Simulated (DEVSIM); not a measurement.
Structure: Al/Al2O3/p-Si capacitor, at 400 K.

| layer (left to right) | material | thickness (nm) | Na (cm⁻³) |
|---|---|---|---|
| 1 | Al2O3 | 21.0 | - |
| 2 | Si | 1100 | 2.5e17 |

Metal gate on the left, work function 4.1 eV. Fixed charge at the semiconductor interface -1.4e10 cm⁻² (in units of +e); no interface traps.

This is a model device: material constants are rounded textbook-type values typed into the input, and sizes, dopings and lifetimes were drawn at random. Values at 300 K; Nc and Nv go as T^1.5, mobilities as T to minus their exponent, the gap by Varshni's rule with the affinity fixed.

| parameter | Al2O3 | Si |
|---|---|---|
| gap (eV) | 6.8 | 1.124 |
| affinity (eV) | 1.35 | 4.05 |
| permittivity | 9 | 11.7 |
| Nc (cm⁻³) | - | 2.86e19 |
| Nv (cm⁻³) | - | 3.1e19 |
| Varshni α (eV/K) | - | 0.000473 |
| Varshni β (K) | - | 636 |

Model (solved in DEVSIM): 1D Poisson equation in equilibrium, Boltzmann statistics, complete ionisation; no quantum confinement or tunnelling. Metal contacts follow the ideal Schottky-Mott rule: no Fermi-level pinning, no interface dipoles.

The interface trap density was swept, all else fixed.

```csv
interface trap density (cm^-2 eV^-1),minimum of the low-frequency capacitance (μF/cm²),flat-band voltage (V)
0,0.131,-0.86
1e10,0.132,-0.86
1e11,0.137,-0.87
3e11,0.148,-0.91
1e12,___,-1.01
2e12,0.219,-1.17
```

Question: What belongs in the gaps?

Answer: 
- 1e12, minimum of the low-frequency capacitance (μF/cm²): 0.184
